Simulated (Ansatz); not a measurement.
Base system: Au in the fcc (Cu type) structure (space group Fm-3m, No. 225).

```
CELL_PARAMETERS angstrom
      0.00000     2.04172     2.04172
      2.04172     0.00000     2.04172
      2.04172     2.04172     0.00000
ATOMIC_POSITIONS crystal
  Au 0.00000 0.00000 0.00000
```

The other end (x = 1) is Cu in the fcc (Cu type) structure (space group Fm-3m, No. 225): 11.32 Å³/atom, gap zero.

All numbers come from Kohn–Sham DFT with the PBEsol functional, run in Ansatz (an electronic-structure program) with PAW and 420 eV plane waves, without spin-orbit coupling.

Cu replaces a fraction x of Au; each row is one arrangement (x, atoms in the cell, starting space group or random), fully relaxed.

One change was made to it. Results:

```tsv
quantity	base	after
mixing energy (to 0.01 eV only: unlike meshes or grids)	–	-0.04 eV/atom
deviation of the volume from the linear (Vegard-type) interpolation	–	+0.3 %
shortest interatomic distance	2.887 Å	2.666 Å
```

**Question.** Which of these changes matches the shifts?
A) x(Cu) = 0.25, 4 atoms, C2/m
B) x(Cu) = 0.5, 4 atoms, I4_1/amd
C) x(Cu) = 0.333, 3 atoms, I4/mmm

**Answer.** C, x(Cu) = 0.333, 3 atoms, I4/mmm. For comparison, the deviation of the volume from the linear in the other runs: x(Cu) = 0.5, 4 atoms, I4_1/amd gives +1.1 %; x(Cu) = 0.25, 4 atoms, C2/m gives +1.1 %.

Each cell is one ordered arrangement of few atoms, which overstates ordering effects compared with a random alloy. Whether these cells are dynamically stable was not tested. The final runs are not spin-polarised.
